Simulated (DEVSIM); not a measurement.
Structure: Schottky contact on p-type Si, at 250 K.

Layer 1 from the left is Si, thickness (μm) 0.660, Na (cm⁻³) 6.4e16, τn (s) 0.00066, τp (s) 0.00066. Layer 2 from the left is Si, thickness (μm) 16.0, Na (cm⁻³) 8.8e17, τn (s) 0.00066, τp (s) 0.00066.

Left contact: Schottky, work function 4.344 eV, emission velocity 2e6 cm/s. Right contact: ohmic. Voltage is applied to the left contact. Recombination: SRH at mid-gap. Mobility is constant in doping.

The device is made up for the run: typed textbook-type constants, with dimensions and the other settings drawn at random. Values at 300 K; Nc and Nv go as T^1.5, mobilities as T to minus their exponent, the gap by Varshni's rule with the affinity fixed.

Si: gap (eV) 1.124, affinity (eV) 4.05, permittivity 11.7, Nc (cm⁻³) 2.86e19, Nv (cm⁻³) 3.1e19, μn (cm²/Vs) 1417, μp (cm²/Vs) 470, T exponent of μn 2.3, T exponent of μp 2.2, Varshni α (eV/K) 0.000473, Varshni β (K) 636.

Model (solved in DEVSIM): 1D drift-diffusion, Boltzmann statistics, complete ionisation; no tunnelling, impact ionisation, image-force lowering or self-heating. Metal contacts follow the ideal Schottky-Mott rule: no Fermi-level pinning, no interface dipoles.

Problem. What does the simulation give for the dark forward voltage at 100 A/cm², the dark forward voltage at 1 A/cm², the potential step across the device at zero bias?

Solution. dark forward voltage at 100 A/cm² 0.605 V; dark forward voltage at 1 A/cm² 0.502 V; potential step across the device at zero bias 0.771 V.
